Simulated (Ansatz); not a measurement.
**Lattice thermal conductivity of rock salt RbCl**

Method: the phonon Boltzmann equation with three-phonon and isotope scattering; Ansatz (an electronic-structure program), PBE functional, plane-wave PAW; third-order constants from a 54-atom supercell out to 7.1 Å, harmonic mesh 6×6×6, k mesh 6×6×6, scattering mesh 13×13×13. Unless called populations, κ holds the coherence term between modes besides the Boltzmann populations.

```json
[
 {"T (K)": "100", "κ (W/m/K)": "5.5", "κ, relaxation time": "5.4", "coherences (mean)": "0.026"},
 {"T (K)": "150", "κ (W/m/K)": "3.6", "κ, relaxation time": "3.5", "coherences (mean)": "0.035"},
 {"T (K)": "200", "κ (W/m/K)": "2.7", "κ, relaxation time": "2.7", "coherences (mean)": "0.041"},
 {"T (K)": "250", "κ (W/m/K)": "2.2", "κ, relaxation time": "2.1", "coherences (mean)": "0.046"},
 {"T (K)": "300", "κ (W/m/K)": "1.8", "κ, relaxation time": "1.8", "coherences (mean)": "0.051"},
 {"T (K)": "400", "κ (W/m/K)": "1.4", "κ, relaxation time": "1.4", "coherences (mean)": "0.058"},
 {"T (K)": "500", "κ (W/m/K)": "1.1", "κ, relaxation time": "1.1", "coherences (mean)": "0.064"},
 {"T (K)": "600", "κ (W/m/K)": "0.96", "κ, relaxation time": "0.94", "coherences (mean)": "0.068"}
]
```

The highest phonon frequency is 4.8 THz and the exponent n of κ ∝ T⁻ⁿ above 300 K is 0.93.

Computed at 300 K against measurement: lattice thermal conductivity 1.83 computed, 2.80 measured W/(m K) (-35 %; Cormac Toher, Corey Oses, Jose J. Plata et al., Physical Review Materials (2017), arXiv:1611.05714).  

Supercell, cutoff and meshes were set by a common rule and not converged for this crystal in particular.

The crystal is held in this phase throughout; melting and phase transitions are not modelled.
